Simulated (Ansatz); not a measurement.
Input:

End structure of a constructed model of the (0001) surface of hcp Co, ferromagnetic, (√3x√3)R30° surface alloy, Ge on one Co site of the top plane (bottom of the slab: a bare face, its two planes held):

```yaml
crystal:
  lattice:
    - [3.73938, 2.15893, 0.00000]
    - [-3.73938, 2.15893, 0.00000]
    - [0.00000, 0.00000, 26.50000]
  atoms:
    - { symbol: Co, position: [0.33333, 0.00000, 0.31001] }
    - { symbol: Co, position: [0.66667, 0.66667, 0.31001] }
    - { symbol: Co, position: [0.00000, 0.33333, 0.31001] }
    - { symbol: Co, position: [0.33333, 0.33333, 0.38610] }
    - { symbol: Co, position: [0.66667, 0.00000, 0.38610] }
    - { symbol: Co, position: [0.00000, 0.66667, 0.38610] }
    - { symbol: Co, position: [0.33333, 0.99972, 0.46280] }
    - { symbol: Co, position: [0.66694, 0.66694, 0.46280] }
    - { symbol: Co, position: [0.99972, 0.33333, 0.46280] }
    - { symbol: Co, position: [0.33333, 0.33333, 0.53847] }
    - { symbol: Co, position: [0.66667, 0.00000, 0.53899] }
    - { symbol: Co, position: [0.00000, 0.66667, 0.53899] }
    - { symbol: Co, position: [0.33333, 0.00212, 0.61441] }
    - { symbol: Co, position: [0.66455, 0.66455, 0.61441] }
    - { symbol: Co, position: [0.00212, 0.33333, 0.61441] }
    - { symbol: Ge, position: [0.33333, 0.33333, 0.69932] }
    - { symbol: Co, position: [0.66667, 0.00000, 0.68974] }
    - { symbol: Co, position: [0.00000, 0.66667, 0.68974] }
```

Model: 18-atom slab, 10.1 Å thick at the start with caps and adatoms (thin: gaps and levels are the slab's own), 10x10x1 mesh, Fermi-Dirac 0.1 eV, dipole correction, 6 atoms held, the rest relaxed; symmetry of the start imposed; spin-polarised, ending with about 27.4 μB a cell; orders that need a larger cell were not tried, no spin-orbit, no U. It is one candidate, not shown to be the stable structure of the face.

Q: What work function of the top face does PBE (Ansatz, a quantum-chemistry and plane-wave program) give?

A: 4.62 eV
